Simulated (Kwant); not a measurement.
Model system: wire with a side stub in a In0.53Ga0.47As two-dimensional gas. Effective mass 0.041 mₑ, grid spacing 5 nm, hard walls, nominal width 150 nm (29 grid rows, so walls 150 nm apart), one parabolic valley, scattering region 450 nm long along x; energies count from the band bottom; Fermi energy swept from 0.0003261 to 0.0038724 eV. Closed stub on one side, 140 nm wide and 280 nm deep.

Constants are typed, rounded textbook-type inputs, not results; the design itself was drawn at random and stands for no fabricated device.

Model: effective-mass tight-binding model on a square grid, one spin, coherent transport at 0 K (Kwant). Conductance is in e²/h.

How many channels do the leads carry at E = 1.31, 2.98 meV?

The hard-wall thresholds are n² ħ²π²/(2mW²) = n² × 0.408 meV with W = 150 nm. √(1.31/0.408) = 1.79, so 1. √(2.98/0.408) = 2.70, so 2.
